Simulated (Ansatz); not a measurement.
Cells marked so need not be the phases stable at ambient conditions, and some may be hypothetical.

The gap is the functional's own. No spin-orbit coupling. Mid-gap values are interpolated on the energy grid.

A. Ba(CdP)2 (P-3m1, not sure to be the ambient phase, 5 atoms a cell, 26.0 Å³ an atom), along the normal of (110)
B. HgBr (I4/mmm, not sure to be the ambient phase, 4 atoms a cell, 30.5 Å³ an atom), along the normal of (100)
C. LaSc₃(BO₃)₄ (R32, not sure to be the ambient phase, 20 atoms a cell, 11.1 Å³ an atom), along the normal of (101)
D. BeTe (P6_3mc, wurtzite, not sure to be the ambient phase, 4 atoms a cell, 22.8 Å³ an atom), along the normal of (001)
E. MgSe (F-43m, zinc blende, not sure to be the ambient phase, 2 atoms a cell, 26.2 Å³ an atom), along the normal of (111)

Q: Order them by mid-gap decay constant of the slowest evanescent state (highest first) at the level r2SCAN (Ansatz, a quantum-chemistry and plane-wave program).

A: C (0.50 1/Å), B (0.28 1/Å), E (0.21 1/Å), D (0.17 1/Å), A (0.09 1/Å)
